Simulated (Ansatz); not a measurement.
GaP under load (space group F-43m), PBE with spin-orbit coupling, rigid bands (Ansatz, a first-principles code). Condition of this run: hydrostatic pressure of -1.4 GPa (compression positive) (the target of the relaxation). Band gap 1.58 eV, N_c = 4.54e19 cm⁻³ and N_v = 2.39e19 cm⁻³ at 300 K, conductivity masses of 0.320 mₑ (electrons) and 0.497 mₑ (holes). Take k_BT = 0.02585 eV.

### Question
What thermal injection velocity √(2k_BT/πm) limits a ballistic channel?

### Answer
9.51e6 cm/s for electrons and 7.63e6 cm/s for holes, a ratio of √(m_h/m_e) = 1.25, for dilute carriers.

### Question
What built-in voltage has an abrupt junction with N_A = 1e17 and N_D = 1e17 cm⁻³, all dopants ionised?

### Answer
V_bi = E_g/e − (k_BT/e) ln(N_c N_v/(N_A N_D)) = 1.58 − 0.02585 × 11.59 = 1.28 V, for the computed gap.

### Question
A film of it is 5 nm thick. Estimate the confinement energies in an infinite well.

### Answer
ħ²π²/(2m t²) = 0.376 eV·nm²/(m/mₑ × t²) gives 47.0 meV for electrons and 30.3 meV for holes, so the gap would widen to about 1.66 eV. Finite barriers and nonparabolic bands lower this, and with several valleys or bands the heaviest mass along the normal sets the lowest level, not this average.

Rigid bands with the computed gap; masses take one relaxation time for all states. Geometry: cell and atoms relaxed with PBEsol.
